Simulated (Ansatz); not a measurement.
## MgSe: electrons 7.0×10^20 cm⁻³

Start from MgSe in the rock salt structure (space group Fm-3m, No. 225; a = 5.4498 Å).

It is then changed as follows: 0.0283 electrons added to each cell, a density of 7.0×10^20 cm⁻³, with a uniform compensating background at fixed cell and a 300 K Fermi–Dirac width.

Computed with PBEsol, PAW, 420 eV (Ansatz, a program for electronic structure; no spin-orbit coupling). k-mesh 24×24×24 (Γ-centred); smearing 0.0259 eV (Fermi–Dirac).

```csv
quantity,base,changed,shift
gap between the host's bands,1.78 eV,1.78 eV,0.00 eV
gap character,"indirect, Γ → X","indirect, Γ → X",–
"valley order (the lowest conduction-band minima on the path, energy above the VBM, named in the base's zone)",X along ⟨100⟩ 1.78 eV; Γ 2.50 eV,X along ⟨100⟩ 1.78 eV; Γ 2.50 eV,–
Fermi level relative to the doped band's edge (positive inside the band; to 0.05 eV),–,+0.40 eV,–
```

Final structure:

```yaml
crystal:
  lattice:
    - [0.00000, 2.72489, 2.72489]
    - [2.72489, 0.00000, 2.72489]
    - [2.72489, 2.72489, 0.00000]
  atoms:
    - { symbol: Se, position: [0.00000, 0.00000, 0.00000] }
    - { symbol: Mg, position: [0.50000, 0.50000, 0.50000] }
```
Cell charge -0.028325.

Cost of the whole job for the changed cell (relaxation, final SCF and bands): around 40 core-seconds (rough).

Carriers are added with a uniform compensating background; total energy and stress of such cells depend on the potential's zero and are not compared; many-body gap narrowing is missing at this level. No phonon test of stability was made.
